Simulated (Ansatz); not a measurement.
## VSi2 with two functionals, Si → Mo

Consider VSi2 (space group P6_222, No. 180; a = 4.566 Å, c = 6.366 Å).

(Cell as relaxed with PBE.)

Levels (all Ansatz, a first-principles code, PAW): PBE (420 eV, no spin-orbit coupling); r2SCAN (500 eV, no SOC).

Each level relaxes its own structure.

```json
[
 {"base": "volume per atom", "PBE": "12.77 Å³", "r2SCAN": "12.49 Å³"},
 {"base": "lattice parameter a", "PBE": "4.566 Å", "r2SCAN": "4.531 Å"},
 {"base": "band gap", "PBE": "zero", "r2SCAN": "zero"},
 {"base": "largest site moment", "PBE": "0.00 μB", "r2SCAN": "0.08 μB"}
]
```

The change: full substitution Si → Mo; the structure is relaxed again.

```tsv
quantity	PBE	r2SCAN
c/a ratio	1.472	___
volume per atom	15.38 Å³	___
```

Q: Given the PBE results, estimate those of r2SCAN.

A: 
- c/a ratio, r2SCAN: 1.487
- volume per atom, r2SCAN: 15.20 Å³

PBE's c/a ratio lies 0.0142 below r2SCAN's; PBE's volume per atom lies 0.18 Å³ above r2SCAN's (1.2 %). Neither level is exact; r2SCAN is the comparison here, not a measurement.

The magnetic state is the one reached from the starting moments; the real material's order can differ, and small cells can't hold many antiferromagnetic ones. No phonon test of stability was made. As relaxed here, VMo2 is a hypothetical phase, not in the database extracts checked. Seeded moments were not kept for Si → Mo and the base. Spin-polarised in the final run: r2SCAN base; the other runs are not. An odd electron count without spin: VMo2 and VSi2.
